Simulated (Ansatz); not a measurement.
Take ZnSe in the zinc blende structure (space group F-43m, No. 216; a = 5.5675 Å) as the base. Axes: x, y, z lie along the cube axes.

Level of theory: Ansatz (a program for electronic structure), LDA, PAW, cutoff 420 eV, without spin-orbit coupling.

Strains are applied to the cell and any free atomic positions relax.

One change was made to it. Results:

| quantity | base | after |
|---|---|---|
| band gap | 1.25 eV | 1.15 eV |
| shortest interatomic distance | 2.411 Å | 2.405 Å |
| energy relative to the base (free energy F) | 0 meV/atom | +2.4 meV/atom |

Task: What was done to the base?
A) tensor shear ε_xy = +2.00 %
B) tensor shear ε_xy = +1.43 %
C) tensor shear ε_xy = +0.86 %
D) tensor shear ε_xy = +0.57 %

Result: B, tensor shear ε_xy = +1.43 %. For comparison, the band gap in the other runs: tensor shear ε_xy = +0.86 % gives 1.19 eV; tensor shear ε_xy = +0.57 % gives 1.21 eV; tensor shear ε_xy = +2.00 % gives 1.10 eV.

Semilocal Kohn–Sham gaps tend to fall short of experiment. No phonon test of stability was made.
